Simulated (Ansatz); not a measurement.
## TePt (model structure, Pm-3m, No. 221, 2 atoms in the cell)

Method: PBEsol in Ansatz (plane waves, PAW).

Settings: plane-wave cutoff 520 eV, 16×16×16 k mesh, Fermi–Dirac smearing 0.05 eV, scalar-relativistic PAW data made under PBE.

Cell (relaxed at this level):

```cif
data_PtTe
_chemical_formula_sum 'Pt1 Te1'
_space_group_name_H-M_alt 'Pm-3m'
_space_group_IT_number 221
_space_group_name_Hall '-P 4 2 3'
_cell_length_a 3.39265
_cell_length_b 3.39265
_cell_length_c 3.39265
_cell_angle_alpha 90.000
_cell_angle_beta 90.000
_cell_angle_gamma 90.000
loop_
_atom_site_label
_atom_site_type_symbol
_atom_site_symmetry_multiplicity
_atom_site_Wyckoff_symbol
_atom_site_fract_x
_atom_site_fract_y
_atom_site_fract_z
_atom_site_occupancy
Pt1 Pt 1 a 0.00000 0.00000 0.00000 1
Te1 Te 1 b 0.50000 0.50000 0.50000 1
```

```json
{
 "band_gap": "none",
 "bulk_modulus": "149 GPa"
}
```

Note: the bulk modulus is −V dP/dV from two relaxed cells at ±2 % in volume; the relaxation could raise the start's symmetry but not lower it, so the cell can be a saddle point.

Spin–orbit coupling is not included; it can open a gap where bands touch, and shift volumes and moduli.

The computed numbers hold no vibrational or temperature effects.

Cost on a shared machine: very roughly 40 core-seconds.

A model structure was made by putting elements into a prototype or built by hand; it is no filed structure, need not be a known phase, and can be a saddle point held by its symmetry.

Ansatz is a program for electronic structure.
